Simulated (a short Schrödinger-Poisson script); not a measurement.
Stack: MOS inversion layer, SiO2 on p-type Si(111), at 300 K.

From the gate side: 1.3 nm SiO2; 650 nm Si, acceptors 8.6e17 cm⁻³.

Constants are typed, rounded textbook-type inputs, not results; the design itself was drawn at random and stands for no fabricated device. SiO2: permittivity 3.9, conduction-band edge (eV) 3.15, gap (eV) 9, electron mass (mₑ) 0.5. Si: permittivity 11.7, conduction-band edge (eV) 0, gap (eV) 1.124, Nv at 300 K (cm⁻³) 3.1e19.

Channel valleys (confinement mass, in-plane density-of-states mass, number): Δ6 0.258, 0.358, 6. At the gate the conduction-band edge of layer 1 lies 3.21 eV − eVg above the Fermi level of the channel; the field vanishes at the back. Gaps are held at their typed values at every temperature. Mesh 0.03 nm at interfaces.

Solved with a short Schrödinger-Poisson script written for these runs: 1D Poisson equation in equilibrium, electrons quantum, Hartree (BenDaniel-Duke, 12 states a valley, the channel's in-plane mass for all, wave functions ending at the dielectric), parabolic valleys, classical holes, full ionisation, no traps, pinning or gate leakage.

| Vg (V) | electrons (cm⁻²) | C (μF/cm²) | Δ6 E0 (meV from the Fermi level) |
|---|---|---|---|
| 0.2 | 4.62e9 | 0.269 | 220.6 |
| 0.25 | 2.28e10 | 0.342 | 179.2 |
| 0.3 | 9.70e10 | 0.590 | 141.8 |
| 0.35 | 2.93e11 | 0.975 | 113.1 |
| 0.4 | 6.18e11 | 1.28 | 93.6 |
| 0.45 | 1.03e12 | 1.46 | 80.1 |
| 0.5 | 1.49e12 | 1.58 | 70.3 |
| 0.55 | 1.99e12 | 1.65 | 62.5 |
| 0.6 | 2.51e12 | 1.71 | 56.2 |
| 0.65 | 3.05e12 | 1.75 | 50.9 |
| 0.7 | 3.60e12 | 1.79 | 46.3 |
| 0.75 | 4.16e12 | 1.82 | 42.2 |
| 0.8 | 4.73e12 | 1.84 | 38.6 |
| 0.85 | 5.31e12 | 1.86 | 35.2 |
| 0.9 | 5.89e12 | 1.88 | 32.2 |

Gate voltages with under 1e9 electrons/cm² are left out.

Question: At Vg = 0.9 V the lowest Δ6 subband lies at 32.2 meV from the Fermi level. How many electrons does it hold, and what share of all?

Answer: The two-dimensional density of states is g m/(πħ²) = 8.97e11 cm⁻² meV⁻¹ (both spins), kT = 25.9 meV, so n = D kT ln(1 + exp(−E/kT)) = 5.87e12 cm⁻², 1.00 of the 5.89e12 cm⁻² in all.

Question: Compare the slope of the sheet density between 0.8 and 0.9 V with the geometric capacitance of the layers between gate and channel.

Answer: q Δn/ΔV = 1.86 μF/cm²; ε0/Σ(t/ε) = 2.66 μF/cm². The ratio is 0.70: the channel acts as a further capacitance in series.
